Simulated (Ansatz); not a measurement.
Effect of W vacancy, symmetric start on WSe2

Start from a 12-atom supercell of WSe$_{2}$ in the 2H-MoS2 type structure (space group P6_3/mmc, No. 194; a = 3.279 Å, c = 12.786 Å; layered, stacked along the Cartesian z axis) at its relaxed geometry.

Modification: a neutral W vacancy, symmetric start, atoms relaxed at fixed cell.

Calculations: PBE-D3(BJ) (Ansatz, a program for electronic structure, PAW, without spin-orbit coupling). Settings: 4×7×2 k-points, 0.01 eV Fermi–Dirac smearing.

```yaml
pressure: -1.2 GPa (base 0.0 GPa)
energy_gained_by_relaxation: 0.19 eV
largest_displacement_of_a_host_atom_from_its_site_in_the_perfect_cell: 0.20 Å
mean_distance_from_the_defect_site_to_its_nearest_host_atoms: 2.45 Å (base 2.53 Å)
```

Final structure:

```
W3Se8
1.0
    4.91859    -2.83975     0.00000
    1.63953     2.83975     0.00000
    0.00000     0.00000    12.78607
W Se
3 8
Direct
  0.36100   0.00000   0.25000
  0.17118   0.50000   0.75000
  0.66947   0.00000   0.75000
  0.83721   0.50000   0.61865
  0.33671   0.00000   0.61769
  0.14682   0.50000   0.12997
  0.66176   0.00000   0.11505
  0.14682   0.50000   0.37003
  0.66176   0.00000   0.38495
  0.83721   0.50000   0.88135
  0.33671   0.00000   0.88231
```

Other magnetic orders, which the real material may have, were not ruled out. In so small a cell the defect repeats every few ångströms: this is an ordered compound, not a dilute defect. A case with no gap was solved on a k-mesh chosen for an insulator, which is coarse for it. The defect started on the symmetric site and kept its symmetry, so it may sit on a saddle. Starting moments died away, wholly or in part, for W vacancy; another magnetic solution may exist. The defect cell is spin-polarised and ends with 0.1 μB.
